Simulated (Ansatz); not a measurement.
This concerns the energy change on adding K to slab B from K (bcc). Reaction: cell B + K (bcc) → cell A. A negative value means that the right-hand side lies lower.

Cell A: a layer of C (graphite, P6₃/mmc), 8 atoms, hexagonal cell of 4.27 Å (15.8 Å²), symmetry P6/mmm within 0.02 Å, 5.7 Å thick under 15 Å of vacuum, in-plane vectors held at the crystal's; planes from bottom to top: K | C6 | K; added, foreign or displaced atoms, above the top plane and below the bottom plane: two times K bound to 6 C at 3.17 Å; against B it holds K more, on a cell with six atoms a plane; spin state with PBE: run without spin, k-point mesh 13×13×1.
```xyz
8
Lattice="4.2694 0.0000 0.0000 -2.1347 3.6974 0.0000 0.0000 0.0000 20.5902" Properties=species:S:1:pos:R:3 pbc="T T T"
C      0.7115     1.2323    10.2951
C      1.4230     0.0000    10.2951
C      2.8465     0.0000    10.2951
C      1.4232     2.4651    10.2951
C     -1.4232     2.4651    10.2951
C     -0.7115     1.2323    10.2951
K      0.0000     0.0000    13.1294
K      0.0000     0.0000     7.4608
```

Cell B: a layer of C (graphite, P6₃/mmc), 7 atoms, hexagonal cell of 4.27 Å (15.8 Å²), symmetry P6mm within 0.02 Å, 2.9 Å thick under 15 Å of vacuum, in-plane vectors held at the crystal's; planes from bottom to top: C6 | K, its two faces unlike (dipole correction applied); added, foreign or displaced atoms, above the top plane: K bound to 6 C at 3.24 Å; spin state with PBE: run without spin, k-point mesh 13×13×1.
```
KC6
1.0
    4.26944     0.00000     0.00000
   -2.13472     3.69744     0.00000
    0.00000     0.00000    18.29509
C K
6 1
Direct
  0.33329   0.33329   0.43247
  0.33329   0.00000   0.43247
  0.66671   0.00000   0.43247
  0.66671   0.66671   0.43247
  0.00000   0.66671   0.43247
  0.00000   0.33329   0.43247
  0.00000   0.00000   0.59157
```

Reference: K (bcc, Im-3m), 1 atom in the cell, k-point mesh 16×16×16 on the run's own vectors. Conventional cell: a = b = c = 5.174 Å, α = β = γ = 90.00°.

Plane-wave PAW calculations with Ansatz (a quantum-chemistry and plane-wave program), its PAW set soft_1, cutoff 420 eV, 500 eV for r2SCAN. The structures are at rest with PBE+D3(BJ), within the held lattices; other levels are single points on them. Neutral cells; Fermi-Dirac smearing of at most 0.10 eV in the solids, energies taken to zero width. The lattices are those relaxed with PBE+D3(BJ), so at other levels the solids can be strained, which adds to the spread. A dispersion term (D3(BJ), or D4 for r2SCAN) was computed beside these levels and is taken off wherever the name lacks it. No zero-point or thermal terms. Cells are local rest points, mostly with their start's symmetry. No correction for cell size. Cell A has symmetry P6/mmm within 0.02 Å and got no random move, so less symmetric positions, which may lie lower, weren't tried. Cell B has symmetry P6mm within 0.02 Å and got no random move, so less symmetric positions, which may lie lower, weren't tried.

Q: What value does PBE give?

A: 0.14 eV, for cell B + K (bcc) → cell A.

Q: How does the value move with the functional?

A: 
```json
[
 {"Functional": "PBE+D3(BJ)", "value (eV)": "-0.03", "less PBE": "-0.17"},
 {"Functional": "r2SCAN", "value (eV)": "0.01", "less PBE": "-0.13"},
 {"Functional": "r2SCAN+D4", "value (eV)": "-0.02", "less PBE": "-0.16"}
]
```

The levels shown span 0.17 eV, from PBE+D3(BJ) (-0.03) to PBE (0.14).
